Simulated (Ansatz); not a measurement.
# BaTiO3, response to strain

The reference is BaTiO3 in the cubic perovskite structure (space group Pm-3m, No. 221; a = 3.935 Å). Axes: x, y, z lie along the cube axes.

Strains are applied to the cell and any free atomic positions relax; under biaxial strain the out-of-plane vector relaxes too.

Computed with Kohn–Sham DFT with the LDA functional, run in Ansatz (a program for electronic structure) with PAW and 420 eV plane waves, without spin-orbit coupling.

```csv
"biaxial strain, plane normal [111], relaxed out of plane (%)",out-of-plane strain (%)
-2.5,1.54
-2,1.22
-1.5,0.90
-1,?
-0.5,0.29
0,0.00
```

Task: Fit ε⊥ = −νε + γε² (strains in %) to the rows shown and predict the withheld row.

Result: Least squares on the printed values gives ν = 0.58 (the biaxial Poisson response) and γ = 0.016 (largest residual 0.00 %); this predicts 0.59 %, and the run gives 0.59 %, in agreement.

Stability against distortions was not tested. The final runs are not spin-polarised. Many cubic perovskites are stable only at high temperature; tilts and polar distortions were not tested. This is not the structure that BaTiO3 has at room temperature and ambient pressure.
